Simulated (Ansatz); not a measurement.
Take SiC (space group P6_3mc, No. 186; a = 3.0781 Å, c = 10.0762 Å) as the base.

Now apply this change: hydrostatic tension (pressure −1 GPa).

Levels (all Ansatz, a quantum-chemistry and plane-wave program, PAW, earlier PAW set): PBEsol (420 eV, without spin-orbit coupling); PBEsol+SOC (420 eV, with spin-orbit coupling).

The geometry is relaxed with PBEsol.

| Property | Result |
|---|---|
| PBEsol lowest conduction level above the VBM at special points | M 2.12 eV; L 2.53 eV; H 3.12 eV; K 3.86 eV |
| PBEsol gap character | indirect, Γ → M |
| PBEsol smallest direct gap | 3.24 eV |
| PBEsol valence-band top at Γ | 0.00, 0.00, -0.05 eV |

With PBEsol+SOC at the same geometry, the lowest conduction level above the VBM at special points changes from M 2.12 eV; L 2.53 eV; H 3.12 eV; K 3.86 eV to M 2.11 eV; L 2.53 eV; H 3.11 eV; K 3.85 eV; the gap character stays indirect, Γ → M; the smallest direct gap is still 3.24 eV; the valence-band top at Γ (three highest Kramers pairs, from the VBM) becomes 0.00, -0.01, -0.06 eV (PBEsol: 0.00, 0.00, -0.05 eV).

Single points use the geometry relaxed with PBEsol. Differences between runs with and without spin-orbit coupling are approximate. Load acts through the strain it causes; cell and atoms are relaxed under it. Stability against distortions was not tested.
